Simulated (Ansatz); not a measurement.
**How the lattice parameter c of GaSb (model structure, P6₃/mmc, No. 194, 4 atoms in the cell) moves with the method**

No measured value is used here.

```
level (code)            value (Å)
---------------------  ----------
LDA (Ansatz)           (withheld)
PBE (Ansatz)           (withheld)
PBEsol (Ansatz)             7.057
PBE-D3(BJ) (Ansatz)         7.087
r²SCAN (Ansatz)             6.913
r²SCAN+rVV10 (Ansatz)       6.906
```

**Question.** What belongs in the gaps?

**Answer.** 
- LDA (Ansatz, an electronic-structure program), value (Å): 6.981
- PBE (Ansatz), value (Å): 7.132

Cutoffs differ between the levels. Ansatz's density-functional and Hartree–Fock values are scalar-relativistic unless marked +SOC, with PAW data made under PBE.

A model structure was made by putting elements into a prototype or built by hand; it is no filed structure, need not be a known phase, and can be a saddle point held by its symmetry.
